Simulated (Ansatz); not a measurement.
Start from InP in the zinc blende structure (space group F-43m, No. 216).

```yaml
crystal:
  lattice:
    - [0.00000, 2.93922, 2.93922]
    - [2.93922, 0.00000, 2.93922]
    - [2.93922, 2.93922, 0.00000]
  atoms:
    - { symbol: In, position: [0.00000, 0.00000, 0.00000] }
    - { symbol: P, position: [0.25000, 0.25000, 0.25000] }
```

Cartesian axes are those of the cell as printed.

The values are results of PBEsol (Ansatz, a quantum-chemistry and plane-wave program, PAW, without spin-orbit coupling), not measurements.

For the base:

```
Quantity                Result
-------------  ---------------
Pressure              0.00 GPa
Electron mass  0.046 mₑ (at Γ)
Band gap               0.57 eV
```

Modification: uniaxial strain ε_zz = +1.00 %, all other strain components held at zero; the atoms relax in the strained cell.

Question: What happens to the pressure, electron mass and band gap?

Answer: The pressure (mean of the normal stresses, compression positive) goes from zero to -0.65 GPa; the electron mass changes from 0.046 mₑ (at Γ) to 0.044 mₑ along z, 0.041 mₑ across (at Γ); the band gap falls by 0.07 eV, from 0.57 eV to 0.50 eV.

Effective masses come from finite differences of ±0.01 Å⁻¹. Stability against distortions was not tested.
